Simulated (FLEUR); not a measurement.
## Worked example: self-consistent single point of Fe2Si (I4mm, 3 atoms in the cell) in FLEUR

Computed with PBEsol, all-electron FLAPW (FLEUR), scalar-relativistic valence in FLEUR.

Input as run:

Input of the input generator:

```
Fe2Si FLAPW
&input film=f /
-0.2782208038 0.2782208038 0.9193401811
0.2782208038 -0.2782208038 0.9193401811
0.2782208038 0.2782208038 -0.9193401811
9.1249083433
1.0 1.0 1.0

3
26 0.3452620000 0.3452620000 0.0000000000 : 4.00
26 0.6603700000 0.6603700000 0.0000000000 : 4.00
14 0.0000000000 0.0000000000 0.0000000000 : 0.00

&comp jspins=2 /
&exco xctyp='PBEs' /
&kpt div1=8 div2=8 div3=8 gamma=t /
&end /
```

```xml
<?xml version="1.0" encoding="UTF-8" standalone="no"?>
<fleurInput fleurInputVersion="0.39">
   <comment>
      Fe2Si FLAPW                                                                                         
   </comment>
   <calculationSetup>
      <cutoffs Kmax="3.6" Gmax="14.4" GmaxXC="14.4" numbands="0"/>
      <scfLoop itmax="100" minDistance="0.00001" maxIterBroyd="15" imix="Anderson" alpha="0.05" precondParam="0.0" spinf="2.0"/>
      <coreElectrons ctail="T" frcor="F" kcrel="0" coretail_lmax="0"/>
      <xcFunctional name="PBEs" relativisticCorrections="F"/>
      <magnetism jspins="2"/>
      <soc l_soc="F" theta="0.0" phi="0.0" spav="F"/>
      <expertModes spex="0" secvar="F"/>
      <geometryOptimization l_f="T" forcealpha="1.0" forcemix="BFGS" epsdisp="0.00001" epsforce="0.00001"/>
      <ldaU l_linMix="F" mixParam="0.05" spinf="1.0"/>
   </calculationSetup>
   <cell>
      <bzIntegration valenceElectrons="36.0" mode="hist" fermiSmearingEnergy="0.00367493">
         <kPointListSelection listName="default-1"/>
         <!-- k-points included here -->
         <xi:include xmlns:xi="http://www.w3.org/2001/XInclude" href="kpts.xml"> </xi:include>
      </bzIntegration>
      <!-- symmetry operations included here -->
      <xi:include xmlns:xi="http://www.w3.org/2001/XInclude" href="sym.xml"> </xi:include>
      <bulkLattice scale="1.0">
         <bravaisMatrix>
            <row-1>   -2.5387393338742523     2.5387393338742523     8.3888948888503236</row-1>
            <row-2>    2.5387393338742523    -2.5387393338742523     8.3888948888503236</row-2>
            <row-3>    2.5387393338742523     2.5387393338742523    -8.3888948888503236</row-3>
         </bravaisMatrix>
      </bulkLattice>
   </cell>
   <atomSpecies>
      <species name="Iron (Fe) 4.000" element="Fe" atomicNumber="26">
         <mtSphere radius="2.21" gridPoints="763" logIncrement="0.016"/>
         <atomicCutoffs lmax="8" lnonsphr="6"/>
         <electronConfig flipSpins="F">
            <coreConfig>(1s1/2) (2s1/2) (2p1/2) (2p3/2)</coreConfig>
            <valenceConfig>(3s1/2) (3p1/2) (3p3/2) (4s1/2) (3d3/2) (3d5/2)</valenceConfig>
            <stateOccupation state="(3d3/2)" spinUp="2.0" spinDown="0.4"/>
            <stateOccupation state="(3d5/2)" spinUp="3.0" spinDown="0.6"/>
         </electronConfig>
         <energyParameters s="4" p="4" d="3" f="4"/>
         <lo type="SCLO" l="0" n="3" eDeriv="0"/>
         <lo type="SCLO" l="1" n="3" eDeriv="0"/>
      </species>
      <species name="Silicon (Si)" element="Si" atomicNumber="14">
         <mtSphere radius="1.64" gridPoints="565" logIncrement="0.02"/>
         <atomicCutoffs lmax="6" lnonsphr="4"/>
         <electronConfig flipSpins="F">
            <coreConfig>(1s1/2) (2s1/2) (2p1/2) (2p3/2)</coreConfig>
            <valenceConfig>(3s1/2) (3p1/2) (3p3/2)</valenceConfig>
            <stateOccupation state="(3p1/2)" spinUp="0.3333333333" spinDown="0.3333333333"/>
            <stateOccupation state="(3p3/2)" spinUp="0.6666666667" spinDown="0.6666666667"/>
         </electronConfig>
         <energyParameters s="3" p="3" d="3" f="4"/>
      </species>
   </atomSpecies>
   <atomGroups>
      <atomGroup species="Iron (Fe) 4.000">
         <relPos label="                   1">.3452620000 .3452620000 .0000000000</relPos>
         <force calculate="T" relaxXYZ="TTT"/>
      </atomGroup>
      <atomGroup species="Iron (Fe) 4.000">
         <relPos label="                   2">-.3396300000 -.3396300000 .0000000000</relPos>
         <force calculate="T" relaxXYZ="TTT"/>
      </atomGroup>
      <atomGroup species="Silicon (Si)">
         <relPos label="                   3">.0000000000 .0000000000 .0000000000</relPos>
         <force calculate="T" relaxXYZ="TTT"/>
      </atomGroup>
   </atomGroups>
   <output dos="F" band="F" slice="F">
      <checks vchk="F" cdinf="F"/>
      <bandDOS minEnergy="-.5*Htr" maxEnergy="0.5*Htr" sigma="0.015" storeEVData="T"/>
      <vacuumDOS vacdos="F" integ="F" star="F" nstars="0" locx1="0.0" locy1="0.0" locx2="0.0" locy2="0.0" nstm="0" tworkf="0.0"/>
      <unfoldingBand unfoldBand="F" supercellX="1" supercellY="1" supercellZ="1"/>
      <plotting iplot="0" polar="F">
         <plot TwoD="T" vec1="  1.0  0.0  0.0" vec2="  0.0  1.0  0.0" vec3="  0.0  0.0  1.0" zero="  0.0  0.0  0.0" file="plot"/>
      </plotting>
      <chargeDensitySlicing numkpt="0" minEigenval="0.0" maxEigenval="0.0" nnne="0" pallst="F"/>
      <specialOutput eonly="F"/>
      <magneticCircularDichroism mcd="F" energyLo="-10.0" energyUp="0.0"/>
   </output>
  <!-- We include the file relax.xml here to enable relaxations (see documentation) -->
  <xi:include xmlns:xi="http://www.w3.org/2001/XInclude" href="relax.xml"> <xi:fallback/> </xi:include>
</fleurInput>
```

Output (repeated stretches shortened):

```
      Welcome to FLEUR        (www.flapw.de)
      MaX-Release 8.1          (www.max-centre.eu)

 ========== k-point set info ==========
 Selected k-point list: default-1
 k-point list type: mesh
 8 x 8 x 8
 Number of k points: 59

 ------------Calculation Setup---------------------------
 Number of basis functions:          194
 Iteration:     1   Distance:      42.11473251 me/bohr^3
 Iteration:     2   Distance:      40.65932470 me/bohr^3
 Iteration:     3   Distance:      32.27118782 me/bohr^3
 Iteration:     4   Distance:      24.13706019 me/bohr^3
 Iteration:     5   Distance:       8.04871750 me/bohr^3
 Iteration:     6   Distance:      10.65351253 me/bohr^3
   [... 26 lines left out ...]
 Iteration:    33   Distance:       0.00006381 me/bohr^3
 Iteration:    34   Distance:       0.00004159 me/bohr^3
 Iteration:    35   Distance:       0.00002515 me/bohr^3
 Iteration:    36   Distance:       0.00001239 me/bohr^3
 Iteration:    37   Distance:       0.00000989 me/bohr^3
 Reset of history
 Run finished successfully
 Stop message:
   Structural relaxation: new displacements generated

[file out, last iteration]
             iter=     38
          p o t e n t i a l   g e n e r a t o r
[...]
          integral of pseudo charge density inside the slab=        0.000000   0.000000
     coulomb potential in the interstitial region:
          density-coulomb potential integrals
          total density-coulomb potenti    -4317.0977036762
          density-effective potential integrals for spin  1
          density-effective potential integrals for spin  2
          total density-effective poten   -4.4872213247E+03
          charge density-energy density integrals
          total charge density-energy d   -1.2996765442E+02
 Updated energy parameters for spin:           1
  Atom    1 4s branch from -2.74 to  2.22 htr. ; e_l =  0.2509
  Atom    1 4p branch from -1.48 to  2.82 htr. ; e_l =  0.3785
  Atom    1 3d branch from -9.99 to  0.55 htr. ; e_l =  0.3731
  Atom    1 4f branch from -9.99 to  3.83 htr. ; e_l =  0.6879
  Atom    1 3s branch from-29.38 to -2.74 htr. ; e_l(l -2.7500
  Atom    1 3p branch from-24.94 to -1.48 htr. ; e_l(l -1.5088
  Atom    2 4s branch from -2.74 to  2.22 htr. ; e_l =  0.2554
  Atom    2 4p branch from -1.48 to  2.81 htr. ; e_l =  0.3834
  Atom    2 3d branch from -9.99 to  0.54 htr. ; e_l =  0.3720
  Atom    2 4f branch from -9.99 to  3.83 htr. ; e_l =  0.6931
  Atom    2 3s branch from-29.39 to -2.74 htr. ; e_l(l -2.7541
  Atom    2 3p branch from-24.94 to -1.48 htr. ; e_l(l -1.5127
  Atom    3 3s branch from -4.44 to  3.22 htr. ; e_l = -0.1769
  Atom    3 3p branch from -2.82 to  3.62 htr. ; e_l = -0.0340
  Atom    3 3d branch from -9.99 to  3.46 htr. ; e_l =  0.1365
  Atom    3 4f branch from -9.99 to  7.09 htr. ; e_l =  0.2985
 Updated energy parameters for spin:           2
  Atom    1 4s branch from -2.69 to  2.25 htr. ; e_l =  0.2529
  Atom    1 4p branch from -1.43 to  2.85 htr. ; e_l =  0.3786
  Atom    1 3d branch from -9.99 to  0.59 htr. ; e_l =  0.4024
  Atom    1 4f branch from -9.99 to  3.86 htr. ; e_l =  0.6865
  Atom    1 3s branch from-29.36 to -2.69 htr. ; e_l(l -2.7033
   [... lines left out ...]
          first approx. to ef    (T=0)  :   0.451117 htr   (energy of the highest occ. eigenvalue)
FERHIS:  Fermi-Energy by histogram:
          bandgap                     :   0.000210 htr
          charge neutrality (T=0)     :   0.027344    (zero if the highest occ. eigenvalue is "entirely" occupied)
     EF_NEWTON:  Adjust Fermi-Energy by Newton-Method.
 Direct bandgap for spin            1 :    6.4473587112564568E-003  Htr
 Direct bandgap for spin            2 :    3.5833059219412267E-003  Htr
   [... lines left out ...]
 ---->    (input%tkb*entropy) TS=              0.0030525900 htr
 ---->    free energy=                     -2832.8253309461 htr
      extrapolation for T->0
 ---->    total electron energy=           -2832.8238046511 htr
SPIN-1 FORCE FOR ATOM TYPE=  1  X=  0.000   Y=  0.000   Z=  5.793      FX_SP = 0.000000 FY_SP = 0.000000 FZ_SP = 0.001927
SPIN-2 FORCE FOR ATOM TYPE=  1  X=  0.000   Y=  0.000   Z=  5.793      FX_SP = 0.000000 FY_SP = 0.000000 FZ_SP =-0.013432
SPIN-1 FORCE FOR ATOM TYPE=  2  X=  0.000   Y=  0.000   Z= -5.698      FX_SP = 0.000000 FY_SP = 0.000000 FZ_SP =-0.011264
SPIN-2 FORCE FOR ATOM TYPE=  2  X=  0.000   Y=  0.000   Z= -5.698      FX_SP = 0.000000 FY_SP = 0.000000 FZ_SP = 0.019239
SPIN-1 FORCE FOR ATOM TYPE=  3  X=  0.000   Y=  0.000   Z=  0.000      FX_SP = 0.000000 FY_SP = 0.000000 FZ_SP = 0.000255
SPIN-2 FORCE FOR ATOM TYPE=  3  X=  0.000   Y=  0.000   Z=  0.000      FX_SP = 0.000000 FY_SP = 0.000000 FZ_SP = 0.003350
 ***** TOTAL FORCES ON ATOMS *****
 TOTAL FORCE FOR ATOM TYPE=  1  X=  0.000   Y=  0.000   Z=  5.793
                       FX_TOT= 0.000000 FY_TOT= 0.000000 FZ_TOT=-0.011505
 TOTAL FORCE FOR ATOM TYPE=  2  X=  0.000   Y=  0.000   Z= -5.698
                       FX_TOT= 0.000000 FY_TOT= 0.000000 FZ_TOT= 0.007976
 TOTAL FORCE FOR ATOM TYPE=  3  X=  0.000   Y=  0.000   Z=  0.000
                       FX_TOT= 0.000000 FY_TOT= 0.000000 FZ_TOT= 0.003605
```

The run converged in 37 iterations. FLEUR gives forces in its relaxation mode, with a further iteration, so its stop message speaks of a relaxation.

The starting cell comes from a database of computed structures (which also holds hypothetical and non-ambient phases and stackings), without a prior relaxation at this level. Its lattice was rescaled by up to half a per cent. One atom was moved a little off its site on purpose. The magnetic order is the one reached from the typed start; others were not searched systematically. Values depend on the basis (sphere radii, cutoffs, local orbitals), which need not be converged. The log's line on a gap gives a spacing of levels on this mesh, which the program prints for metals too.

Cost on one core of a shared machine: roughly 5 min.
